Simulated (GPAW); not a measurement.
## A self-consistent single point of Ba (Im-3m, 1 atom in the cell) with GPAW

Method of the run: PBE, GPAW PAW datasets PBE (gpaw-data 1.0.1) (plane waves; GPAW).

Input as run:

```python
from ase import Atoms
from ase.units import GPa
from gpaw import GPAW, PW

atoms = Atoms(['Ba'],
              cell=[[-2.497450, 2.497450, 2.497450],
                    [2.497450, -2.497450, 2.497450],
                    [2.497450, 2.497450, -2.497450]],
              scaled_positions=[[0.000000, 0.000000, 0.000000]],
              pbc=True)

calc = GPAW(mode=PW(600),
            xc='PBE',
            kpts=(7, 7, 7),
            occupations={'name': 'methfessel-paxton', 'width': 0.1, 'order': 0},
            nbands=-7,
            symmetry={'symmorphic': False, 'tolerance': 0.0005},
            maxiter=120,
            txt='-')

atoms.calc = calc

energy = atoms.get_potential_energy()
print('Energy (eV):', round(energy, 6))
forces = atoms.get_forces()
print('Forces (eV/Ang):')
print(forces.round(5))
stress = atoms.get_stress()
print('Stress (GPa, Voigt):', (stress / GPa).round(4))
```

The program printed (abridged):

```
Input parameters:
  kpts: [7 7 7]
  maxiter: 120
  mode: {ecut: 600.0,
         name: pw}
  nbands: -7
  occupations: {name: methfessel-paxton,
                order: 0,
                width: 0.1}
  symmetry: {symmorphic: False,
             tolerance: 0.0005}
  xc: PBE

species:
  Ba:
    name: Barium
    Z: 56.0
    valence: 10
    core: 46
    charge: 0.0
    file: Ba.PBE.gz

    # Using partial waves for Ba as LCAO basis

Reference energy: -221277.842511  # eV

Spin-paired calculation

Convergence criteria:
 Maximum [total energy] change in last 3 cyles: 0.0005 eV / valence electron
 Maximum integral of absolute [dens]ity change: 0.0001 electrons / valence electron
 Maximum integral of absolute [eigenst]ate change: 4e-08 eV^2 / valence electron
 Maximum number of scf [iter]ations: 120

Symmetries present (total): 48
Symmetries with fractional translations: 0
343 k-points: 7 x 7 x 7 Monkhorst-Pack grid
20 k-points in the irreducible part of the Brillouin zone
       k-points in crystal coordinates                weights
   0:     0.00000000    0.00000000    0.00000000          1/343
   1:     0.14285714    0.00000000    0.00000000         12/343
   2:     0.14285714    0.14285714   -0.14285714          6/343
   [... 7 lines left out ...]
          ...
  19:     0.42857143    0.42857143    0.42857143          8/343

Wave functions: Plane wave expansion
  Cutoff energy: 600.000 eV
  Number of coefficients (min, max): 2054, 2093
  Pulay-stress correction: 0.000000 eV/Ang^3 (de/decut=0.000000)

Occupation numbers: Methfessel-Paxton:
  width: 0.1000  # eV
  order: 0

Eigensolver

Densities:
  Coarse grid: 25*25*25 grid
  Fine grid: 50*50*50 grid
  Total Charge: 0.000000

Density mixing:
  Method: separate
  Backend: pulay
  Linear mixing parameter: 0.05
  old densities: 5
  Damping of long wavelength oscillations: 50

Hamiltonian:
  XC and Coulomb potentials evaluated on a 50*50*50 grid
  External potential:
    NoExternalPotential

XC parameters: PBE with 2 nearest neighbor stencil

Number of atoms: 1
Number of atomic orbitals: 5
Number of bands in calculation: 12
Number of valence electrons: 10
Bands to converge: occupied

Density initialized from atomic densities
  5 bands from LCAO basis set
  7 bands from random numbers

Atomic positions and initial magnetic moments

Positions:
   0 Ba     0.000000    0.000000    0.000000    ( 0.0000,  0.0000,  0.0000)

Unit cell:
           periodic     x           y           z      points  spacing
  1. axis:    yes   -2.497450    2.497450    2.497450    25     0.1413
  2. axis:    yes    2.497450   -2.497450    2.497450    25     0.1413
  3. axis:    yes    2.497450    2.497450   -2.497450    25     0.1413

  Lengths:   4.325710   4.325710   4.325710
  Angles:  109.471221 109.471221 109.471221

Effective grid spacing dv^(1/3) = 0.1586

     iter     time        total  log10-change:
                         energy   eigst   dens
iter:   1 --:--:--    -1.852328
iter:   2 --:--:--    -2.030037   -1.04  -1.18
iter:   3 --:--:--    -1.925953   -2.09  -1.21
iter:   4 --:--:--    -1.865408   -2.25  -1.43
iter:   5 --:--:--    -1.864680   -4.12  -2.11
iter:   6 --:--:--    -1.863899c  -4.42  -2.25
iter:   7 --:--:--    -1.863817c  -5.11  -2.67
iter:   8 --:--:--    -1.863803c  -6.48  -3.45
iter:   9 --:--:--    -1.863798c  -7.41c -3.74
iter:  10 --:--:--    -1.863798c  -8.84c -4.61c

Converged after 10 iterations.

Dipole moment: (0.000000, -0.000000, -0.000000) |e|*Ang

Energy contributions relative to reference atoms: (reference = -221277.842511)

Kinetic:         +0.777886
Potential:       +1.210283
External:        +0.000000
XC:              -3.794951
Entropy (-ST):   -0.009982
Local:           -0.052025
SIC:             +0.000000
--------------------------
Free energy:     -1.868789
Extrapolated:    -1.863798

Showing only first 2 kpts
 Kpt  Band  Eigenvalues  Occupancy
  0     3     -8.71428    2.00000
  0     4      2.35015    2.00000
  0     5      6.94317    0.00000
  0     6      6.94317    0.00000

  1     3     -8.71489    2.00000
  1     4      2.72399    2.00000
  1     5      6.65434    0.00000
  1     6      6.72444    0.00000

Fermi level: 5.04043

No gap
No difference between direct/indirect transitions
Energy (eV): -1.863798

Forces in eV/Ang:
  0 Ba    0.00000    0.00000    0.00000

Stress tensor:
    -0.001572     0.000000    -0.000000
     0.000000    -0.001572    -0.000000
    -0.000000    -0.000000    -0.001572
Stress (GPa, Voigt): [-0.2518 -0.2518 -0.2518 -0.     -0.      0.    ]
```

The run converged in 10 iterations. GPAW prints stress with tension positive.

The starting cell has typed, rounded lattice constants, without a prior relaxation at this level. Its lattice was rescaled by up to half a per cent.
